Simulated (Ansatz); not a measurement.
Start from Ti in the hcp (Mg type) structure (space group P6_3/mmc, No. 194; a = 2.937 Å, c = 4.641 Å; relaxed with 0.1 eV smearing). Axes: x lies along a and z along c of the hexagonal cell.

Calculations: r2SCAN (Ansatz, an electronic-structure program, PAW, no spin-orbit coupling), earlier PAW set.

Base values:

```
Property                         Value
-----------------------------  -------
Shortest interatomic distance  2.874 Å
Band gap                          zero
Pressure                       0.0 GPa
```

One thing is altered: the symmetric strain tensor [-0.0095 0.0056 0.0064; 0.0056 -0.0045 0.0061; 0.0064 0.0061 0.0019], atoms relaxed at fixed cell.

Problem. What does the calculation give for the shortest interatomic distance after the change?

Solution. The shortest interatomic distance decreases by 0.032 Å (2.874 Å → 2.842 Å).

Problem. What happens to the band gap?

Solution. The band gap is still zero.

Problem. What happens to the energy relative to the base?

Solution. The energy increases by 2.4 meV/atom.

Problem. Estimate the effect on the pressure.

Solution. The pressure (mean of the normal stresses, compression positive) goes from zero to 1.5 GPa.

No phonon test of stability was made. All final runs are without spin polarisation.
